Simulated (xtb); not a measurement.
xtb 6.7.1, GFN1-xTB: Mo(O)(NMe)(Cl)(SH) (C[N]=[Mo](=[O])([SH])[Cl]), 10 atoms. The geometry is a generated start, not checked to be a minimum at this level.

```yaml
run_flags: --grad
method: GFN1-xTB
"--acc": 1 (default)
"--etemp (K)": 300 (default)
basis_functions: 50
valence_electrons: 38
```

```xyz
10

Mo     0.6554     0.9237     0.8582
O      2.2089     0.6471     1.3136
N     -0.0005    -0.0267    -0.4391
C     -0.1942    -0.9119    -1.5154
H      0.3562    -1.8472    -1.3547
H     -1.2582    -1.1401    -1.6380
H      0.1603    -0.4522    -2.4450
Cl     0.3023     3.0247     0.4279
S     -0.6136     0.2113     2.7012
H     -1.6165    -0.4288     2.0913
```

Charge 0 and multiplicity 1 are set for this test and not shown to be the ground state.

One run each on 1 thread. Values of broydamp tried: 0.02, 0.05, 0.1, 0.2, 0.4 (default), 0.6, 0.8, 1.

Which value of broydamp needs the fewest SCC iterations, and what happens away from it?

Fewest SCC iterations, within one of each other: 0.2 with 13, 0.4 (default) with 12, 0.6 with 12, 0.8 with 13. The count rises to 20 at 0.02. All converge to one solution.

```tsv
broydamp	SCC iterations	end
0.02	20	same solution
0.05	17	same solution
0.1	15	same solution
0.2	13	same solution
0.4 (default)	12	same solution
0.6	12	same solution
0.8	13	same solution
1	14	same solution
```
